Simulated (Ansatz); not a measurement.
Ge (diamond structure), cut as [110] wire, round, centred on channel, 0.77 nm across, Cl-ended; geometry relaxed with PBE. The relaxation kept the symmetry of its start, so a lower minimum of less symmetry isn't excluded. The period along the axis is held at the bulk value. With PBE (Ansatz, a quantum-chemistry and plane-wave program) the gap on the k-mesh of the run is 0.81 eV. k-points: Γ-centred 1×1×7 mesh; occupations: Fermi-Dirac, 0.020 eV; spin polarisation not allowed. Spin-orbit coupling is left out.

Task: What gap does HSE06 in Ansatz give on the same geometry and mesh?

Result: 1.66 eV, wider by 0.84 eV.
